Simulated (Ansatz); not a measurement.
Cubic perovskite KMgF₃ was calculated with RPBE in Ansatz (plane waves, PAW).

Settings: plane-wave cutoff 520 eV, 8×8×8 k mesh, Fermi–Dirac smearing 0.01 eV, scalar-relativistic PAW data made under PBE.

The cell has the measured lattice: a = 3.990 Å, b = 3.990 Å, c = 3.990 Å, α = 90.00°, β = 90.00°, γ = 90.00°.

Task: Give the computed band gap and smallest direct gap on the k points sampled.

Result: 
- band gap = 7.62 eV (indirect)
- smallest direct gap on the k points sampled = 7.93 eV

Note: cell and atoms aren't relaxed at this level (pressure 7.8 GPa).

Computed values are for the static lattice.

It cost around 12 core-seconds (rough) of CPU time.

Ansatz is a first-principles code.
